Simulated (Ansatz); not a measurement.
SiC (P6_3mc) under hydrostatic pressure: hole mass along x by PBEsol with spin-orbit coupling, rigid bands (plane waves, PAW; Ansatz, a quantum-chemistry and plane-wave program). The unloaded cell, whose axes the loads refer to:

Space group P6₃mc (No. 186); a = b = 3.0760 Å, c = 5.0477 Å, α = β = 90.00°, γ = 120.00°

```json
[
 {"atom": "Si", "site": "2b", "symmetry": "3m.", "x": "0.3333", "y": "0.6667", "z": "0.4996"},
 {"atom": "C", "site": "2b", "symmetry": "3m.", "x": "0.6667", "y": "0.3333", "z": "0.3754"}
]
```

```json
[
 {"hydrostatic pressure (GPa)": "-2", "volume per atom (Å³)": "10.44", "hole mass along x (mₑ)": "1.19"},
 {"hydrostatic pressure (GPa)": "0", "volume per atom (Å³)": "10.34", "hole mass along x (mₑ)": "1.20"},
 {"hydrostatic pressure (GPa)": "2", "volume per atom (Å³)": "10.25", "hole mass along x (mₑ)": "?"},
 {"hydrostatic pressure (GPa)": "5", "volume per atom (Å³)": "10.12", "hole mass along x (mₑ)": "1.22"},
 {"hydrostatic pressure (GPa)": "10", "volume per atom (Å³)": "9.92", "hole mass along x (mₑ)": "1.25"}
]
```

Problem. Fit a straight line to ln(hole mass along x) against the load over the rows given, and predict the row at 2 GPa.

Solution. The means are x̄ = 3.250 GPa and ȳ = 0.1946; Σ(x − x̄)(y − ȳ) = 0.3484 and Σ(x − x̄)² = 86.75, so the slope is 0.402 % per GPa, and the rows given lie within 0.27 % of the line. At 2 GPa the line gives 1.21 mₑ; the calculation gives 1.21 mₑ, 0.11 % from it.

Masses are for dilute carriers at 300 K, harmonic means over directions unless an axis is named. Stresses and pressures are the targets of the relaxation. The structure type is held at every load. Geometry: cell and atoms relaxed with PBEsol.
